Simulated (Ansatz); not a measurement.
Take PbTe in the rock salt structure (space group Fm-3m, No. 225; a = 6.4420 Å) as the base.

Structures relaxed with Kohn–Sham DFT with the PBEsol functional, run in Ansatz (an electronic-structure program) with PAW and 420 eV plane waves, no spin-orbit coupling.

Base:

Simulated powder pattern, Co Kα, λ = 1.79026 Å (kinematic, ideal powder, no thermal factors, no anomalous dispersion; the 8 strongest lines at most, above 2 %, up to 2θ = 90°):

```json
[
 {"2θ (°)": "27.85", "I/Imax (%)": "11", "hkl": "(111)"},
 {"2θ (°)": "32.27", "I/Imax (%)": "100", "hkl": "(200)"},
 {"2θ (°)": "46.28", "I/Imax (%)": "76", "hkl": "(220)"},
 {"2θ (°)": "54.88", "I/Imax (%)": "6.3", "hkl": "(311)"},
 {"2θ (°)": "57.55", "I/Imax (%)": "27", "hkl": "(222)"},
 {"2θ (°)": "67.53", "I/Imax (%)": "13", "hkl": "(400)"},
 {"2θ (°)": "76.84", "I/Imax (%)": "37", "hkl": "(420)"},
 {"2θ (°)": "85.80", "I/Imax (%)": "29", "hkl": "(422)"}
]
```

One thing is altered: cell and atoms relaxed at a pressure of 50 GPa.

After the change:

Simulated powder pattern, Co Kα, λ = 1.79026 Å (kinematic, ideal powder, no thermal factors, no anomalous dispersion; the 8 strongest lines at most, above 2 %, up to 2θ = 90°):

```
2θ (°)  d (Å)  I/Imax (%)    hkl
------  -----  ----------  -----
32.24   3.224          12  (111)
37.40   2.792         100  (200)
53.93   1.974          73  (220)
64.24   1.684         6.0  (311)
67.47   1.612          25  (222)
79.77   1.396          12  (400)
88.66   1.281         2.9  (331)
```

The indices refer to the base's conventional cell; one index is shown for lines that coincide.

The mesh was chosen for an insulator and is coarse for the gapless case. Load acts through the strain it causes; cell and atoms are relaxed under it. Stability against distortions was not tested. No other phases were tried under pressure. The final runs are not spin-polarised.
